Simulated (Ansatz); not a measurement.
**Y in the hcp (Mg type) structure (space group P6_3/mmc, No. 194)**

```cif
data_Y2
_chemical_formula_sum 'Y2'
_space_group_name_H-M_alt 'P63/mmc'
_space_group_IT_number 194
_space_group_name_Hall '-P 6c 2c'
_cell_length_a 3.59949
_cell_length_b 3.59949
_cell_length_c 5.58722
_cell_angle_alpha 90.000
_cell_angle_beta 90.000
_cell_angle_gamma 120.000
loop_
_atom_site_label
_atom_site_type_symbol
_atom_site_symmetry_multiplicity
_atom_site_Wyckoff_symbol
_atom_site_fract_x
_atom_site_fract_y
_atom_site_fract_z
_atom_site_occupancy
Y1 Y 2 d 0.66667 0.33333 0.25000 1
```

Calculations: PBEsol (Ansatz, a first-principles code, PAW, without spin-orbit coupling), earlier PAW set. Settings: 15×15×9 k-points, 0.05 eV Fermi–Dirac smearing.

The volume per atom is 31.35 Å³. The density comes out as 4.71 g/cm³. The band gap is zero. The total energy comes out as -3795.093 eV/atom (σ→0; compares only within this code and set-up).

Stability against distortions was not tested. The final runs are not spin-polarised.
